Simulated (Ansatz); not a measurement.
Results of r²SCANh in Ansatz (plane waves, PAW) for fluorite HfO₂ (high-temperature phase).

Settings: plane-wave cutoff 600 eV, 8×8×8 k mesh, scalar-relativistic PAW data made under PBE.

Computed at the level's own relaxed cell.

Hill averages of the elastic tensor: K = 277.3 GPa, G = 127.6 GPa. Volume 10.730 Å³/atom, mean atomic mass 70.163 u.

Work out the density, the sound velocities of a polycrystal and the elastic Debye temperature at this level.

ρ = 1.66054 × 70.163/10.730 = 10.858 g/cm³. v_l = √[(K + 4G/3)/ρ] = 6.419 km/s and v_t = √(G/ρ) = 3.428 km/s. The mean follows from 3/v_m³ = 1/v_l³ + 2/v_t³: v_m = 3.829 km/s. Θ_D = (ħ/k_B) v_m (6π²/V)^(1/3) = 76.38 K Å s/km × 3.829 × 1.7672 Å⁻¹ = 517 K, counting all atoms of the cell.

Note: symmetry holds this phase in the static calculation, where it need not be a minimum; held by symmetry at 0 K, a high-temperature phase can be a saddle point.

Ansatz is a program for electronic structure.
